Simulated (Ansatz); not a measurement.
Take SiC (space group P6_3mc, No. 186; a = 3.0776 Å, c = 10.0763 Å) as the base. Axes: x lies along a and z along c of the hexagonal cell.

Method: r2SCAN (Ansatz, a first-principles code), scalar-relativistic without spin-orbit coupling.

Now apply this change: a pure shear with ε_xz = ε_zx = 0.0193; the atoms relax in the strained cell.

### Question
Predict the stress tensor and what it implies for the stiffness.

### Answer
Stress of the strained cell less that of the base (GPa, compression positive):
```
  -0.18    0.00   -6.62
   0.00    0.15    0.00
  -6.62    0.00    0.22
```

Then −Δσ/γ with γ = 2ε = 0.0386 gives secant stiffness values (nonlinear terms included at this strain): C55 ≈ 171 GPa.

As a check, the harmonic strain energy −½ V₀ Δσ:ε is 8.2 meV/atom; the computed energy rise is 8.3 meV/atom.

Stability against distortions was not tested.
